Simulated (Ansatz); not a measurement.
Consider WSi2 (space group I4/mmm, No. 139; relaxed with 0.1 eV smearing).

```
CELL_PARAMETERS angstrom
     -1.61459     1.61459     3.93512
      1.61459    -1.61459     3.93512
      1.61459     1.61459    -3.93512
ATOMIC_POSITIONS crystal
  W  0.00000 0.00000 0.00000
  Si 0.33452 0.33452 0.00000
  Si 0.66548 0.66548 0.00000
```

Level of theory: PBE (Ansatz, a first-principles code; PAW; 420 eV plane waves; without spin-orbit coupling), earlier PAW set.

Before the change:

The band gap comes out as zero and the pressure is 0.0 GPa.

It is then changed as follows: the cell is scaled by 1.0224 in all directions; the atoms relax in the strained cell.

What happens to the band gap, pressure and energy relative to the base?

The band gap stays zero; the pressure (mean of the normal stresses, compression positive) goes from zero to -12.5 GPa; the energy rises by 39 meV/atom.

Whether these cells are dynamically stable was not tested. All final runs are without spin polarisation.
